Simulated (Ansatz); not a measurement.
Reference: PtSn (P6_3/mmc), PBEsol, DFPT electron-phonon coupling, linearised Boltzmann equation (plane waves, PAW, scalar-relativistic; Ansatz, a first-principles code); geometry: relaxed with this functional, without spin-orbit coupling.

```cif
data_Pt2Sn2
_chemical_formula_sum 'Sn2 Pt2'
_space_group_name_H-M_alt 'P 1'
_space_group_IT_number 1
_cell_length_a 4.12756
_cell_length_b 4.12756
_cell_length_c 5.43458
_cell_angle_alpha 90.000
_cell_angle_beta 90.000
_cell_angle_gamma 120.000
loop_
_space_group_symop_operation_xyz
  'x, y, z'
loop_
_atom_site_label
_atom_site_type_symbol
_atom_site_fract_x
_atom_site_fract_y
_atom_site_fract_z
_atom_site_occupancy
Sn1 Sn 0.66667 0.33333 0.75000 1
Sn2 Sn 0.33333 0.66667 0.25000 1
Pt1 Pt 0.00000 0.00000 0.50000 1
Pt2 Pt 0.00000 0.00000 0.00000 1
```

- resistivity at 300 K = 8.9 μΩ·cm
- mean free path at 300 K = 14.1 nm
- electron-phonon coupling λ = 0.35
- logarithmic mean phonon energy = 9.8 meV

### Question
Swap Sn for Sb, keeping the structure type. How do these values move?

### Answer
PtSb (P6_3/mmc): volume per atom 20.0 to 20.6 Å³; resistivity at 300 K rises (8.9 μΩ·cm to 17.0 μΩ·cm); mean free path at 300 K falls (14.1 nm to 6.8 nm); electron-phonon coupling λ rises (0.35 to 0.60); logarithmic mean phonon energy falls (9.8 meV to 8.1 meV).

### Question
Swap Pt for Cu, keeping the structure type. How do these values move?

### Answer
CuSn (P6_3/mmc): volume per atom 20.0 to 18.3 Å³; resistivity at 300 K falls (8.9 μΩ·cm to 5.7 μΩ·cm); mean free path at 300 K rises (14.1 nm to 17.1 nm); electron-phonon coupling λ stays about the same (0.35 to 0.32); logarithmic mean phonon energy stays about the same (9.8 meV to 11.2 meV).

### Question
Replace Pt by Au on the same sites and relax. What happens?

### Answer
AuSn (P6_3/mmc): volume per atom 20.0 to 22.5 Å³; resistivity at 300 K rises (8.9 μΩ·cm to 11.4 μΩ·cm); mean free path at 300 K falls (14.1 nm to 10.4 nm); electron-phonon coupling λ rises (0.35 to 0.49); logarithmic mean phonon energy falls (9.8 meV to 6.7 meV).

Moves up to 14 % count as about the same. Metals; harmonic phonons alone scatter; means over directions. The mean free path is weighted by the current that each state carries. Halving the electron mesh moves these values by up to 10 %; q meshes are mostly untested. Some of the runs warned that the eigensolver left states short of its tolerance. Spin-orbit coupling is left out.

Formula and space group known from diffraction (Crystallography Open Database), not checked to be the room-temperature form: AuSn (P6_3/mmc), CuSn (P6_3/mmc), PtSb (P6_3/mmc), PtSn (P6_3/mmc). The missing spin-orbit coupling matters most for AuSn (P6_3/mmc), PtSb (P6_3/mmc), PtSn (P6_3/mmc).
